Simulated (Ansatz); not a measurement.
Worked example: relaxation of cell and atoms of Sc3B2Rh5 (P4/mbm, 20 atoms in the cell) in Ansatz (a program for electronic structure).

Level of theory: PBEsol, default PAW files made with PBE (plane waves; Ansatz).

```yaml
crystal:
  lattice:
    - [9.42748, 0.00000, 0.00000]
    - [0.00000, 9.42748, 0.00000]
    - [0.00000, 0.00000, 3.08778]
  atoms:
    - { symbol: Sc, position: [0.00000, 0.00000, 0.00000] }
    - { symbol: Sc, position: [0.50000, 0.50000, 0.00000] }
    - { symbol: Sc, position: [0.32504, 0.82504, 0.00000] }
    - { symbol: Sc, position: [0.17496, 0.32504, 0.00000] }
    - { symbol: Sc, position: [0.67496, 0.17496, 0.00000] }
    - { symbol: Sc, position: [0.82504, 0.67496, 0.00000] }
    - { symbol: Rh, position: [0.22230, 0.07105, 0.50000] }
    - { symbol: Rh, position: [0.92895, 0.22230, 0.50000] }
    - { symbol: Rh, position: [0.77770, 0.92895, 0.50000] }
    - { symbol: Rh, position: [0.07105, 0.77770, 0.50000] }
    - { symbol: Rh, position: [0.72230, 0.42895, 0.50000] }
    - { symbol: Rh, position: [0.42895, 0.27770, 0.50000] }
    - { symbol: Rh, position: [0.27770, 0.57105, 0.50000] }
    - { symbol: Rh, position: [0.57105, 0.72230, 0.50000] }
    - { symbol: B, position: [0.12230, 0.62230, 0.00000] }
    - { symbol: B, position: [0.37770, 0.12230, 0.00000] }
    - { symbol: B, position: [0.87770, 0.37770, 0.00000] }
    - { symbol: B, position: [0.62230, 0.87770, 0.00000] }
    - { symbol: Rh, position: [0.00000, 0.50000, 0.50000] }
    - { symbol: Rh, position: [0.50000, 0.00000, 0.50000] }
```

Reference input (self-consistent single point, DFT, PBEsol, plane waves, default PAW files made with PBE): basis.ecutwfc = 420 eV; kpoints.mp_grid.grid = 3 3 9; hamiltonian.xc = pbesol; hamiltonian.pseudopotentials = {kind: paw} (the program's default PAW files); scf.occupations.method = cold; scf.occupations.width = 0.272 eV. This run's input differs from it in these lines:

```diff
@@ -36,2 +36,4 @@
   occupations: { method: cold, width: 0.272 }
+relax:
+  cell: {}
 output:
```

Output (repeated stretches shortened):

```
   [... SCF lines of the steps left out ...]
relax step   1: F+E_penalty+E_count = -76684.40585654 eV  Δ(F+E_penalty+E_count) = +0.000e0 eV  max|allowed force component| = 1.475e-1 eV/Å  Δτ_max = 0.0000 Å  P = -2.885 GPa  Ω = 274.433 Å³  (7 SCF iters, dr2 threshold 1.00e-7 eV, accepted)
relax step   2: F+E_penalty+E_count = -76684.42104950 eV  Δ(F+E_penalty+E_count) = -1.519e-2 eV  max|allowed force component| = 3.466e-2 eV/Å  Δτ_max = 0.0058 Å  P = +2.180 GPa  Ω = 267.558 Å³  energy of the carried Pulay correction = +3.596e-3 eV  [...]
   [... lines left out ...]
relax step   4: F+E_penalty+E_count = -76684.44406699 eV  Δ(F+E_penalty+E_count) = -1.501e-4 eV  max|allowed force component| = 7.095e-3 eV/Å  Δτ_max = 0.0008 Å  P = -0.016 GPa  Ω = 270.625 Å³  energy of the carried Pulay correction = +1.981e-3 eV  [...]
relax step   5: F+E_penalty+E_count = -76684.44192784 eV  Δ(F+E_penalty+E_count) = +2.139e-3 eV  max|allowed force component| = 6.992e-3 eV/Å  Δτ_max = 0.0000 Å  P = -0.015 GPa  Ω = 270.625 Å³  stress off target by 2.43e-2 GPa  SCF on the basis [...]
basis re-selected at this cell: Δ(F+E_penalty+E_count) = +2.139e-3 eV, ΔP = +0.000 GPa vs the last step
the relaxation is at rest under the 16 symmetry operations that the run kept from its start: a minimum is not shown …
Stability not checked (fill_not_monotonic)
Free energy (F): -76684.441928 eV
Internal energy: -76684.463247 eV  (E = F + TS)
   [... lines left out ...]
Fermi energy:    17.655525 eV
  cell:  # Å, volume = 270.6248 Å³
   [... lines left out ...]
    - { symbol: B, position: [0.37774284623228127, 0.12225715376771863, 0.0] }
    - { symbol: B, position: [0.8777428462322813, 0.37774284623228127, 0.0] }
    - { symbol: B, position: [0.6222571537677185, 0.8777428462322813, 0.0] }
    - { symbol: Rh, position: [-5.175201993264012e-21, 0.5, 0.49999999999999994] }
    - { symbol: Rh, position: [0.5, 8.769092266363314e-21, 0.49999999999999994] }
```

The run converged. 

Summary of the result:
Free energy E − TS (on the zero of these files): -76684.4419 eV
Fermi level (on the code's own zero): 17.66 eV
Pressure: -0.02 GPa
Largest force (vector length): 0.009 eV/Å
Final cell: a = b = 9.3842 Å, c = 3.0731 Å, α = β = γ = 90.00°
Final volume per atom: 13.53 Å³
Relaxation steps: 5

The starting cell comes from a database of published, mostly measured structures (it also holds non-ambient and calculated ones), without a prior relaxation at this level. Its lattice was rescaled by a random factor within 2.5 % of one. Spin polarisation is off. The relaxation keeps the symmetry of its start, so its end need not be a minimum. Ansatz's pressure includes its estimate of the finite-basis (Pulay) stress.

Cost on one core of a shared machine: roughly 4 min.

Keys are those of Ansatz 0.2.
